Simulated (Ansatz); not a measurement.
The starting structures come from a database of crystals and need not be the phases stable at ambient conditions.

By PBEsol, the system below comes out a metal.

A figure of merit of an interconnect metal is its ballistic conductance per area.

```xyz
4
Lattice="3.9813 0.0000 0.0000 0.0000 8.1642 0.0000 1.9906 4.0821 1.9906" Properties=species:S:1:pos:R:3 pbc="T T T"
Cu     0.0000     0.0000     0.0000
Au     1.9906     6.1231     0.0000
Au     1.9906     2.0410     0.0000
Au     0.0000     4.0821     0.0000
```

The cell is taken as given; by PBEsol it stands under a pressure of -4.5 GPa.

The current flows along the normal of the first two printed cell vectors, the (100) plane of the conventional cell. No spin-orbit coupling; the value is a mean over 0.1 eV about the Fermi level.

Problem. Predict the ballistic conductance per area from PBEsol (Ansatz, a quantum-chemistry and plane-wave program).

Solution. 0.68 × 10¹⁵ S/m² for both spins.
